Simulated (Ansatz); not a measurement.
# hypothetical zinc blende LuP with two functionals, uniaxial stress, 5 GPa tension along x

Base system: LuP in the zinc blende structure (space group F-43m, No. 216; a = 6.1606 Å; a hypothetical phase, not in the database extracts checked). Axes: x, y, z lie along the cube axes.

(Cell as relaxed with PBE.)

Levels (all Ansatz, an electronic-structure program, PAW): PBE (420 eV, without spin-orbit coupling); r2SCAN (500 eV, no SOC).

Each level relaxes its own structure.

```json
[
 {"base": "volume per atom", "PBE": "29.23 Å³", "r2SCAN": "28.89 Å³"},
 {"base": "lattice parameter a", "PBE": "616.1 pm", "r2SCAN": "613.7 pm"},
 {"base": "band gap", "PBE": "1.69 eV", "r2SCAN": "1.98 eV"}
]
```

Modification: uniaxial stress, 5 GPa tension along x; all other stress components relax to zero.

| quantity | PBE | r2SCAN |
|---|---|---|
| energy relative to the base (free energy F) | +41 meV/atom | … |
| band gap | 1.01 eV | … |
| shortest interatomic distance | 269.5 pm | … |
| strain response (xx, yy, zz) | (+12.36, −5.13, −5.13) % | … |

**Question.** What does r2SCAN give?

**Answer.** 
- energy relative to the base (free energy F), r2SCAN: +39 meV/atom
- band gap, r2SCAN: 1.33 eV
- shortest interatomic distance, r2SCAN: 268.3 pm
- strain response (xx, yy, zz), r2SCAN: (+11.60, −4.78, −4.78) %

PBE's energy relative to the base lies 2.2 meV/atom above r2SCAN's; PBE's band gap lies 0.310 eV below r2SCAN's; PBE's shortest interatomic distance lies 1.2 pm above r2SCAN's (0.4 %). Neither level is exact; r2SCAN is the comparison here, not a measurement.

Stability under load was not tested beyond the relaxation.
